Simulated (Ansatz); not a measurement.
Level of theory: PBE (plane waves to 420 eV, PAW; Ansatz, a program for electronic structure).

Electrostatic potential energy of an electron, averaged over planes parallel to the surface, in eV from the Fermi level, for a constructed model of the (111) surface of fcc Ir, a layer of Au in place of the second plane (bottom of the slab: a bare face, its two planes held):

```tsv
z (Å)	V (eV)
3.72	5.51
4.01	5.51
4.30	5.51
4.58	5.51
4.87	5.51
5.16	5.50
5.44	5.47
5.73	5.42
6.02	5.31
6.30	5.06
6.59	4.51
6.88	3.29
7.16	0.58
7.45	-6.13
7.73	-15.67
8.02	-22.57
8.31	-23.36
8.59	-17.68
8.88	-8.61
9.17	-2.13
9.45	-2.32
9.74	-9.05
10.03	-18.18
10.31	-23.86
10.60	-23.18
10.89	-16.52
11.17	-7.41
11.46	-2.15
11.74	-3.77
12.03	-11.65
12.32	-20.24
12.60	-24.39
12.89	-21.94
13.18	-14.20
13.46	-5.45
13.75	-2.03
14.04	-5.74
14.32	-14.53
14.61	-22.02
14.90	-23.99
15.18	-19.30
15.47	-10.43
15.76	-2.41
16.04	0.24
16.33	-1.56
16.61	-8.73
16.90	-16.12
17.19	-19.46
17.47	-18.56
17.76	-13.33
18.05	-5.06
18.33	0.07
18.62	0.02
18.91	-5.25
19.19	-14.57
19.48	-21.89
19.77	-23.34
20.05	-18.10
20.34	-8.79
20.62	-0.57
20.91	3.09
21.20	4.63
21.48	5.31
21.77	5.62
22.06	5.75
22.34	5.81
22.63	5.84
22.92	5.85
23.20	5.85
23.49	5.86
23.78	5.86
24.06	5.86
```

Model: 6-atom slab, 11.1 Å thick at the start with caps and adatoms (thin: gaps and levels are the slab's own), 16x16x1 mesh, Fermi-Dirac 0.1 eV, dipole correction, 2 atoms held, the rest relaxed; start symmetry kept, larger cells not searched; no spin, no spin-orbit, no U. In PBE it lies 0.04 eV a 1x1 cell over the lowest computed structure of the same composition (a layer of Au in place of the third plane).

Task: The surface cell has an area of 6.49 Å². What dipole along the normal does the step between the two vacuum levels imply?

Result: the top vacuum level lies 0.34 eV above the bottom one; p = −ε₀ A ΔV (ε₀ = 0.005526 e/(V·Å)) gives -0.01 e·Å a cell.
